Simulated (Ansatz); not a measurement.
Take Al₂Cu (space group I4/mcm, No. 140; a = 6.006 Å, c = 4.790 Å) as the base. Axes: x, y, z lie along a, b, c of the conventional cell.

Calculations: r2SCAN/PAW in Ansatz (a program for electronic structure), spin-orbit coupling left out.

Base values:

The shortest interatomic distance is 2.395 Å and the band gap is zero.

It is then changed as follows: uniaxial stress, 8 GPa compression along z, with the cell and atoms free to relax against it.

### Question
Estimate the effect on the energy relative to the base.

### Answer
The energy goes up by 12 meV/atom.

### Question
How does this affect the shortest interatomic distance?

### Answer
The shortest interatomic distance shrinks by 0.088 Å to 2.307 Å.

### Question
Estimate the effect on the band gap.

### Answer
The band gap remains zero.

Without a gap, meshes like the base's 12×12×12 leave anisotropic stresses uncertain by several tenths of a GPa, and small strain energies with them. Load acts through the strain it causes; cell and atoms are relaxed under it. Stability under load was not tested beyond the relaxation. All final runs are without spin polarisation.
